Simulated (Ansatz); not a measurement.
System: O vacancy in beta Ga2O3 (charge state +2). All values below come from PBE, PAW (plane waves to 420 eV; Ansatz, a quantum-chemistry and plane-wave program).

Cell of 120 host sites held at the relaxed PBE lattice; the Γ point alone; Fermi-Dirac width 0.01 eV, spin-restricted; finite-size errors left in. Energies are static. The charge state is imposed; whether it is stable for some Fermi level was not computed. Forms of the defect that were not tried may lie lower.

Barriers: single points on a 2×2×2 k-point mesh shifted by half a step at the bands' geometries (they differ from the bands' own by up to 0.05 eV, and are uncertain by about as much).

Relaxed starting cell (atoms counted from 1):

```yaml
crystal:
  lattice:
    - [12.45496, 0.00000, 0.00000]
    - [0.00000, 9.25026, 0.00000]
    - [-2.78275, 0.00000, 11.42039]
  atoms:
    - { symbol: Ga, position: [0.03114, 0.99983, 0.44327] }
    - { symbol: Ga, position: [0.08878, 0.99981, 0.89965] }
    - { symbol: Ga, position: [0.09169, 0.33168, 0.39519] }
    - { symbol: Ga, position: [0.08687, 0.33460, 0.89035] }
    - { symbol: Ga, position: [0.09168, 0.66785, 0.39519] }
    - { symbol: Ga, position: [0.08688, 0.66503, 0.89036] }
    - { symbol: Ga, position: [0.40967, 0.16529, 0.10213] }
    - { symbol: Ga, position: [0.40799, 0.16629, 0.60151] }
    - { symbol: Ga, position: [0.40938, 0.49986, 0.10102] }
    - { symbol: Ga, position: [0.41027, 0.49970, 0.60195] }
    - { symbol: Ga, position: [0.40964, 0.83443, 0.10212] }
    - { symbol: Ga, position: [0.40803, 0.83312, 0.60157] }
    - { symbol: Ga, position: [0.15829, 0.18175, 0.14309] }
    - { symbol: Ga, position: [0.15990, 0.16861, 0.66166] }
    - { symbol: Ga, position: [0.15988, 0.49982, 0.15488] }
    - { symbol: Ga, position: [0.15861, 0.49975, 0.65163] }
    - { symbol: Ga, position: [0.15829, 0.81789, 0.14315] }
    - { symbol: Ga, position: [0.15989, 0.83091, 0.66165] }
    - { symbol: Ga, position: [0.36002, 0.99967, 0.34682] }
    - { symbol: Ga, position: [0.34113, 0.99981, 0.84413] }
    - { symbol: Ga, position: [0.34131, 0.33294, 0.34334] }
    - { symbol: Ga, position: [0.34140, 0.33365, 0.84258] }
    - { symbol: Ga, position: [0.34130, 0.66641, 0.34340] }
    - { symbol: Ga, position: [0.34138, 0.66598, 0.84260] }
    - { symbol: O, position: [0.15880, 0.99982, 0.06204] }
    - { symbol: O, position: [0.15695, 0.99975, 0.55911] }
    - { symbol: O, position: [0.16666, 0.33971, 0.04631] }
    - { symbol: O, position: [0.16337, 0.33049, 0.55224] }
    - { symbol: O, position: [0.16663, 0.65996, 0.04635] }
    - { symbol: O, position: [0.16335, 0.66901, 0.55224] }
    - { symbol: O, position: [0.33514, 0.16152, 0.44178] }
    - { symbol: O, position: [0.33495, 0.16674, 0.94596] }
    - { symbol: O, position: [0.33471, 0.49965, 0.44430] }
    - { symbol: O, position: [0.33710, 0.49982, 0.94404] }
    - { symbol: O, position: [0.33523, 0.83784, 0.44188] }
    - { symbol: O, position: [0.33491, 0.83290, 0.94595] }
    - { symbol: O, position: [0.17378, 0.99980, 0.78705] }
    - { symbol: O, position: [0.17453, 0.33006, 0.27783] }
    - { symbol: O, position: [0.17354, 0.33354, 0.77957] }
    - { symbol: O, position: [0.17452, 0.66946, 0.27782] }
    - { symbol: O, position: [0.17354, 0.66603, 0.77958] }
    - { symbol: O, position: [0.32033, 0.15701, 0.21721] }
    - { symbol: O, position: [0.32538, 0.16518, 0.71727] }
    - { symbol: O, position: [0.32572, 0.49986, 0.21687] }
    - { symbol: O, position: [0.32513, 0.49974, 0.71551] }
    - { symbol: O, position: [0.32029, 0.84275, 0.21730] }
    - { symbol: O, position: [0.32537, 0.83431, 0.71727] }
    - { symbol: O, position: [0.49581, 0.99984, 0.13115] }
    - { symbol: O, position: [0.49419, 0.99972, 0.62509] }
    - { symbol: O, position: [0.49407, 0.33212, 0.13029] }
    - { symbol: O, position: [0.49495, 0.33171, 0.62478] }
    - { symbol: O, position: [0.49405, 0.66760, 0.13025] }
    - { symbol: O, position: [0.49497, 0.66769, 0.62479] }
    - { symbol: O, position: [0.00269, 0.16913, 0.36079] }
    - { symbol: O, position: [0.00335, 0.16635, 0.87278] }
    - { symbol: O, position: [0.00627, 0.49976, 0.36877] }
    - { symbol: O, position: [0.00119, 0.49981, 0.86817] }
    - { symbol: O, position: [0.00272, 0.83046, 0.36085] }
    - { symbol: O, position: [0.00336, 0.83327, 0.87282] }
    - { symbol: Ga, position: [0.59518, 0.17017, 0.39958] }
    - { symbol: Ga, position: [0.58805, 0.16656, 0.89701] }
    - { symbol: Ga, position: [0.58866, 0.49974, 0.39572] }
    - { symbol: Ga, position: [0.58777, 0.49983, 0.89485] }
    - { symbol: Ga, position: [0.59516, 0.82930, 0.39958] }
    - { symbol: Ga, position: [0.58806, 0.83308, 0.89702] }
    - { symbol: Ga, position: [0.91440, 0.99982, 0.10457] }
    - { symbol: Ga, position: [0.90807, 0.99972, 0.61554] }
    - { symbol: Ga, position: [0.91123, 0.33416, 0.10141] }
    - { symbol: Ga, position: [0.90867, 0.33393, 0.60133] }
    - { symbol: Ga, position: [0.91125, 0.66544, 0.10144] }
    - { symbol: Ga, position: [0.90867, 0.66555, 0.60135] }
    - { symbol: Ga, position: [0.65846, 0.99983, 0.15538] }
    - { symbol: Ga, position: [0.65557, 0.99974, 0.65908] }
    - { symbol: Ga, position: [0.65633, 0.33477, 0.15446] }
    - { symbol: Ga, position: [0.65826, 0.33319, 0.65645] }
    - { symbol: Ga, position: [0.65632, 0.66490, 0.15448] }
    - { symbol: Ga, position: [0.65827, 0.66628, 0.65646] }
    - { symbol: Ga, position: [0.84003, 0.17442, 0.33469] }
    - { symbol: Ga, position: [0.83942, 0.16721, 0.84585] }
    - { symbol: Ga, position: [0.84261, 0.49977, 0.34231] }
    - { symbol: Ga, position: [0.83949, 0.49979, 0.84089] }
    - { symbol: Ga, position: [0.84003, 0.82514, 0.33470] }
    - { symbol: Ga, position: [0.83943, 0.83239, 0.84587] }
    - { symbol: O, position: [0.66079, 0.16706, 0.05454] }
    - { symbol: O, position: [0.66764, 0.16498, 0.55598] }
    - { symbol: O, position: [0.65945, 0.49985, 0.05239] }
    - { symbol: O, position: [0.66215, 0.49973, 0.55293] }
    - { symbol: O, position: [0.66082, 0.83260, 0.05454] }
    - { symbol: O, position: [0.66764, 0.83448, 0.55599] }
    - { symbol: O, position: [0.86759, 0.99976, 0.44810] }
    - { symbol: O, position: [0.83808, 0.99981, 0.94861] }
    - { symbol: O, position: [0.83648, 0.33348, 0.44358] }
    - { symbol: O, position: [0.83595, 0.33405, 0.94561] }
    - { symbol: O, position: [0.83650, 0.66605, 0.44359] }
    - { symbol: O, position: [0.83600, 0.66555, 0.94563] }
    - { symbol: O, position: [0.67690, 0.16512, 0.28357] }
    - { symbol: O, position: [0.67256, 0.16637, 0.78279] }
    - { symbol: O, position: [0.67313, 0.49977, 0.28085] }
    - { symbol: O, position: [0.67255, 0.49978, 0.78076] }
    - { symbol: O, position: [0.67690, 0.83440, 0.28357] }
    - { symbol: O, position: [0.67257, 0.83321, 0.78281] }
    - { symbol: O, position: [0.82684, 0.99979, 0.21613] }
    - { symbol: O, position: [0.82348, 0.99977, 0.72309] }
    - { symbol: O, position: [0.82537, 0.33551, 0.21415] }
    - { symbol: O, position: [0.82568, 0.33269, 0.71727] }
    - { symbol: O, position: [0.82539, 0.66409, 0.21418] }
    - { symbol: O, position: [0.82568, 0.66684, 0.71728] }
    - { symbol: O, position: [0.00010, 0.16807, 0.12811] }
    - { symbol: O, position: [0.99520, 0.16603, 0.62713] }
    - { symbol: O, position: [0.99860, 0.49979, 0.12608] }
    - { symbol: O, position: [0.99597, 0.49974, 0.62600] }
    - { symbol: O, position: [0.00011, 0.83156, 0.12817] }
    - { symbol: O, position: [0.99520, 0.83343, 0.62723] }
    - { symbol: O, position: [0.51371, 0.99974, 0.37273] }
    - { symbol: O, position: [0.50249, 0.99981, 0.87151] }
    - { symbol: O, position: [0.50321, 0.33133, 0.37094] }
    - { symbol: O, position: [0.50245, 0.33289, 0.86978] }
    - { symbol: O, position: [0.50321, 0.66814, 0.37090] }
    - { symbol: O, position: [0.50244, 0.66676, 0.86977] }
```
Cell charge +2.

End state 1 differs by these moves (Å; atoms that move under 0.15 Å are left out):

```tsv
atom	element	Δx	Δy	Δz
1	Ga	0.85	0.00	-0.55
13	Ga	0.19	-0.14	0.17
17	Ga	-0.12	0.17	0.14
19	Ga	-0.22	-0.02	-0.03
27	O	-0.19	-0.11	0.09
29	O	-0.25	0.06	0.10
42	O	0.16	0.09	-0.01
66	Ga	-0.73	-0.45	-0.23
67	Ga	0.08	0.00	-0.15
68	Ga	-0.70	0.44	-0.20
72	Ga	-0.09	0.03	0.12
74	Ga	-0.07	-0.05	0.13
78	Ga	0.00	-0.08	0.13
82	Ga	0.00	0.07	0.14
83	Ga	0.05	-0.02	-0.14
86	O	0.31	-0.09	0.03
88	O	0.30	0.09	0.00
90	O	-0.37	0.00	-0.03
91	O	-0.04	0.01	-0.16
108	O	1.73	-1.53	1.72
110	O	-0.19	-0.10	-0.01
112	O	-0.20	0.11	-0.04
```

Task: What forward and backward barriers to end state 1 does PBE, PAW give?

Result: forward 1.92 eV, backward 0.98 eV; at the saddle point atom 108 has neighbours Ga at 1.86, Ga at 1.89, Ga at 2.36 Å. The saddle point's order was not checked.

End state 2 differs by these moves (Å; atoms that move under 0.08 Å are left out):

```tsv
atom	element	Δx	Δy	Δz
1	Ga	1.53	-0.45	-0.34
3	Ga	0.64	0.46	0.21
5	Ga	-0.13	-0.01	0.03
13	Ga	-0.06	-0.14	0.10
16	Ga	-0.05	0.02	0.15
17	Ga	-0.06	0.14	0.10
19	Ga	-0.15	0.03	-0.17
21	Ga	0.08	-0.03	-0.13
23	Ga	-0.08	0.00	-0.07
25	O	0.05	0.00	-0.11
26	O	0.11	0.01	0.05
27	O	-0.09	-0.07	0.07
28	O	0.01	0.01	0.13
29	O	-0.07	0.06	0.07
33	O	-0.26	-0.09	-0.01
35	O	-0.28	0.05	0.02
42	O	0.11	0.09	-0.06
46	O	0.07	-0.10	-0.01
53	O	-0.06	-0.01	-0.08
54	O	2.41	-1.53	-0.97
56	O	0.10	-0.10	0.05
58	O	0.12	0.12	0.14
60	Ga	-0.13	-0.03	-0.01
67	Ga	0.08	0.01	-0.13
78	Ga	-0.24	-0.07	0.06
82	Ga	0.07	0.10	0.09
90	O	-0.27	0.04	-0.05
92	O	0.11	-0.05	0.01
94	O	0.17	0.00	0.00
96	O	-0.14	0.01	-0.02
103	O	0.04	0.00	-0.08
104	O	-0.01	-0.05	0.07
106	O	0.05	0.02	0.06
108	O	-0.09	-0.02	0.16
114	O	-0.14	-0.03	-0.01
118	O	-0.10	-0.02	0.04
```

Task: Estimate the forward and backward barriers to end state 2 that PBE, PAW returns for this input.

Result: forward 1.81 eV, backward 0.87 eV; at the saddle point atom 54 has neighbours Ga at 1.81, Ga at 2.05 Å. The saddle point's order was not checked.
